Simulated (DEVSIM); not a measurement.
Device: abrupt GaAs p-n junction, at 250 K.

| layer (left to right) | material | thickness (μm) | Nd (cm⁻³) | Na (cm⁻³) | τn (s) | τp (s) |
|---|---|---|---|---|---|---|
| 1 | GaAs | 0.170 | - | 2e15 | 4e-8 | 4e-8 |
| 2 | GaAs | 60.0 | 1e16 | - | 4e-8 | 4e-8 |

Left contact: ohmic. Right contact: ohmic. Voltage is applied to the left contact. Recombination: SRH at mid-gap, radiative. Mobility is μmin + (μ − μmin)/(1 + (N/Nref)^α).

Constants are typed, rounded textbook-type inputs, not results; the design itself was drawn at random and stands for no fabricated device. Values at 300 K; Nc and Nv go as T^1.5, mobilities as T to minus their exponent, the gap by Varshni's rule with the affinity fixed. The table also holds parameters that only a changed run uses.

| parameter | GaAs |
|---|---|
| gap (eV) | 1.424 |
| affinity (eV) | 4.07 |
| permittivity | 12.9 |
| Nc (cm⁻³) | 4.7e17 |
| Nv (cm⁻³) | 9e18 |
| μn (cm²/Vs) | 8500 |
| μp (cm²/Vs) | 400 |
| μn,min | 500 |
| μp,min | 20 |
| Nref,n | 6e16 |
| Nref,p | 1.5e17 |
| αn | 0.39 |
| αp | 0.38 |
| T exponent of μn | 2.1 |
| T exponent of μp | 2.2 |
| B (cm³/s) | 2e-10 |
| Cn (cm⁶/s) | 1e-30 |
| Cp (cm⁶/s) | 1e-30 |
| Varshni α (eV/K) | 0.000541 |
| Varshni β (K) | 204 |

DEVSIM, 1D drift-diffusion, Boltzmann statistics, complete ionisation; no tunnelling, impact ionisation, image-force lowering or self-heating.

Base results: largest field in the device at zero bias (V/cm) 39000; dark forward voltage at 1 A/cm² (V) 0.939; dark forward voltage at 100 A/cm² (V) 1.096.

Q: What follows from this one change: thickness of layer 2 60 → 36 μm?

A: largest field in the device at zero bias little changed (39000 V/cm); dark forward voltage at 1 A/cm² little changed (0.939 V); dark forward voltage at 100 A/cm² 1.096 → 1.080 V.

Q: What follows from this one change: thickness of layer 1 0.17 → 0.1 μm?

A: largest field in the device at zero bias 39000 → 45000 V/cm; dark forward voltage at 1 A/cm² 0.939 → 0.929 V; dark forward voltage at 100 A/cm² 1.096 → 1.084 V.

Q: What follows from this one change: constant mobility in place of the doping-dependent one?

A: largest field in the device at zero bias little changed (39000 V/cm); dark forward voltage at 1 A/cm² 0.939 → 0.933 V; dark forward voltage at 100 A/cm² 1.096 → 1.078 V.
